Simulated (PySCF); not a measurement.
PySCF 2.14.0, B3LYP/def2-svp, df: Sr(F)(OMe)(OH2)2 (C[O][Sr](<-[OH2])(<-[OH2])[F]), 13 atoms. The geometry is a generated start, not checked to be a minimum at this level.

| Quantity | Value |
|---|---|
| task | energy |
| method | b3lyp |
| basis | def2-svp |
| two-electron scheme | density fitting |
| mol.max_memory | 3000 MB |
| mf.max_cycle | 100 |
| mf.init_guess | minao (default) |
| mf.DIIS | CDIIS (default) |
| mf.conv_tol | 1e-09 (default) |
| mf.grids.level | 3 (default) |
| effective core potentials | those of the basis set, past Kr |
| basis functions | 128 |
| grid points | 161192 |

```xyz
13

Sr     0.9510     0.9612     1.0360
F      1.6063     1.9619    -0.5541
O      0.1272    -0.7975    -0.0004
C      0.6556    -1.4866    -1.0853
H      1.4195    -2.2109    -0.7706
H     -0.1520    -2.0429    -1.5790
H      1.1061    -0.8018    -1.8201
O     -1.0609     1.5922    -0.2680
H     -0.8648     0.6572    -0.5099
H     -0.5245     2.0884    -0.9067
O     -0.8067     0.1781     2.3856
H     -0.7421    -0.5801     1.7856
H     -1.7149     0.4807     2.2870
```

One run each on 2 threads, 1 BLAS thread. Values of diis_space tried: 3, 5, 8 (default), 12, 20.

Which value of diis_space needs the fewest Fock builds, and what happens away from it?

Fewest Fock builds, within one of each other: 5 with 16, 8 (default) with 15, 12 with 15, 20 with 15. The count rises to 23 at 3. All converge to one solution.

```json
[
 {"diis_space": "3", "Fock builds": "23", "end": "same solution"},
 {"diis_space": "5", "Fock builds": "16", "end": "same solution"},
 {"diis_space": "8 (default)", "Fock builds": "15", "end": "same solution"},
 {"diis_space": "12", "Fock builds": "15", "end": "same solution"},
 {"diis_space": "20", "Fock builds": "15", "end": "same solution"}
]
```
